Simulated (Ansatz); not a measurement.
The complex Al vacancy + O on the N site in wurtzite AlN (the Al site; N 1.91 Å away, along c) and its isolated parts, with the Fermi level 2.00 eV above the valence-band maximum, each in its stable bound charge state.

The numbers are results of PBE, PAW (plane waves to 420 eV; Ansatz, a first-principles code), not measurements. Set-up: 96-site cell; 2×2×2 shifted k-points; host gap 4.03 eV; charged states image-corrected; corrections pass 1 eV, so highly charged states may be off by several tenths; flagged in the runs: for some of the defects a host whose relaxation on this sampling wasn't shown to rest, a strain field that reaches the edge of the cell.

| defect | charge | E_f, elements as references (eV) |
|---|---|---|
| Al vacancy | −2 | 7.79 |
| O on the N site (broken-bond start) [the N site; started 0.95 Å off site, one bond broken, along c] | +1 | -2.07 |
| Al vacancy + O on the N site [the Al site; N 1.91 Å away, along c] | −2 | 3.46 |

Binding energy, the parts less the complex: 7.79 + -2.07 − (3.46) = 2.26 eV, bound. The charge changes by −1 on pairing, so the value moves with the Fermi level.
